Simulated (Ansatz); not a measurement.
Ge on the Al site in corundum, relaxed from 3 sites or starts (the Al site; the Al site, started 0.95 Å off site, one bond broken; the Al site, started 0.95 Å off site, one bond broken); at each charge the lowest end counts.

Calculation: PBE, PAW (plane waves to 420 eV; Ansatz, a program for electronic structure). Set-up: 120-site cell; 2×2×2 Γ-centred k-points; host gap 5.85 eV; charged states image-corrected; finite-size errors of tenths of an eV; flagged in the runs: for some of the defects a host whose relaxation on this sampling wasn't shown to rest, a strain field that reaches the edge of the cell.

| charge | neighbours at the lowest end (Å) | corrected energy + q E_VBM, against the first (eV) |
|---|---|---|
| +1 | O 1.87, O 1.87, O 1.87, O 1.98, O 1.98, O 1.98, Al 2.73 | 0.00 |
| 0 | O 1.98, O 1.98, O 1.98, O 2.15, O 2.15, O 2.15 | 4.26 |
| −1 | O 2.08, O 2.08, O 2.08, O 2.32, O 2.32, O 2.32 | 8.14 |

Charges from +1 to −1 were run. The lines E(q) + q E_F give the stable charge, which changes above the valence-band maximum at (+1/−1) at 4.07 eV. A charge is skipped: negative-U behaviour.
